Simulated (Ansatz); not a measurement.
A self-consistent single point of NiAl (P4mm, 2 atoms in the cell) with Ansatz (a first-principles code).

Method of the run: LDA (PW92), default PAW files made with PBE (plane waves; Ansatz).

The change in words: lattice scaled by 0.98; basis.ecutwfc: 420 eV → 295 eV. Reference geometry:
```xyz
2
Lattice="2.8813 0.0000 0.0000 0.0000 2.8813 0.0000 0.0000 0.0000 2.8813" Properties=species:S:1:pos:R:3 pbc="T T T"
Al     1.4407     1.4407     1.4907
Ni     0.0000     0.0000     0.0000
```

Reference input (self-consistent single point, DFT, LDA (PW92), plane waves, default PAW files made with PBE): basis.ecutwfc = 420 eV; kpoints.mp_grid.grid = 11 11 11; hamiltonian.xc = lda; hamiltonian.pseudopotentials = {kind: paw} (the program's default PAW files); scf.occupations.method = fermi_dirac; scf.occupations.width = 0.1 eV. This run's input differs from it in these lines:

Ansatz 0.2 input:
```diff
@@ -2,10 +2,10 @@
   lattice:
-    - [2.88133000, 0.00000000, 0.00000000]
-    - [0.00000000, 2.88133000, 0.00000000]
-    - [0.00000000, 0.00000000, 2.88133000]
+    - [2.82370300, 0.00000000, 0.00000000]
+    - [0.00000000, 2.82370300, 0.00000000]
+    - [0.00000000, 0.00000000, 2.82370300]
   atoms:
-    - { symbol: Al, position_ang: [1.44066500, 1.44066500, 1.49066472] }
+    - { symbol: Al, position_ang: [1.41185150, 1.41185150, 1.46085122] }
     - { symbol: Ni, position_ang: [0.00000000, 0.00000000, 0.00000000] }
 basis:
-  ecutwfc: 420.0
+  ecutwfc: 295.0
 kpoints:
```

Log, with long lists cut:

```
SCF iter   1: F=—  HF=-6287.248664 eV  |F-HF|=—  |Δ(HF+E_count)|=         —  Δρ=2.04e-2  dr2=3.37e-2  ethr=1.77e-3  ⟨swp⟩=4.1  Hψ=8404  notcnv=0
all-band conjugate gradients solve this SCF's bands
preconditioner: auto → none
SCF iter   2: F=—  HF=-6287.217556 eV  |F-HF|=—  |Δ(HF+E_count)|=   3.11e-2  Δρ=1.62e-2  dr2=4.66e-2  ethr=1.61e-4  ⟨swp⟩=2.0  Hψ=4696  notcnv=0  defer=7
SCF iter   3: F=—  HF=-6287.209648 eV  |F-HF|=—  |Δ(HF+E_count)|=   7.91e-3  Δρ=3.59e-3  dr2=2.21e-3  ethr=1.61e-4  ⟨swp⟩=1.0  Hψ=1885  notcnv=0  defer=7
SCF iter   4: F=—  HF=-6287.209108 eV  |F-HF|=—  |Δ(HF+E_count)|=   5.40e-4  Δρ=2.38e-4  dr2=8.86e-6  ethr=1.05e-5  ⟨swp⟩=1.0  Hψ=1889  notcnv=0  defer=7
SCF iter   5: F=—  HF=-6287.209110 eV  |F-HF|=—  |Δ(HF+E_count)|=   1.23e-6  Δρ=8.37e-6  dr2=9.33e-9  ethr=4.22e-8  ⟨swp⟩=2.3  Hψ=2548  notcnv=0  defer=7
SCF iter   6: F=-6287.209110 eV  HF=-6287.209110 eV  |F-HF|=8.34e-10  |Δ(HF+E_count)|=   3.19e-9  Δρ=2.71e-6  dr2=9.00e-10  ethr=4.44e-11  ⟨swp⟩=2.0  Hψ=5898  notcnv=0
SCF 1 converged in 6 iterations: F = -6287.209110 eV  dr2 = 9.00e-10
Free energy (F): -6287.209110 eV
Internal energy: -6287.179016 eV  (E = F + TS)
E sigma→0 (E₀):  -6287.194063 eV
Entropy (-TS):   -0.030093 eV (-15.047 meV/atom)
Fermi energy:    14.660090 eV
--- Forces (eV/Å), atoms counted from 1 ---
  atom   1  Al     0.00000000     0.00000000    -0.30849910
  atom   2  Ni    -0.00000000     0.00000000     0.30862616
--- Stress (GPa, compression-positive) ---
        2.902781       0.000000       0.000000
        0.000000       2.902781       0.000000
        0.000000       0.000000       2.778932
  P = ⅓ Tr σ = 2.8615 GPa (28.615 kbar)
  The stress holds the Pulay correction. Without it, at fixed plane waves, as pw.x and ABINIT print it: P = -23.2739 GPa
```

The run converged in 6 iterations. Against the reference run the free energy goes up by 213 meV/atom, the pressure goes from -8.19 to 2.86 GPa and the largest force goes from 0.260 to 0.309 eV/Å.

The starting cell has typed, rounded lattice constants, without a prior relaxation at this level. Its lattice was rescaled by up to half a per cent. One atom was moved a little off its site on purpose. For this run, on top of that: lattice scaled by 0.98. Spin polarisation is off. Ansatz's pressure includes its estimate of the finite-basis (Pulay) stress. Without the estimate this run gives -23.27 GPa. The cutoff lies below the one recommended for these files.
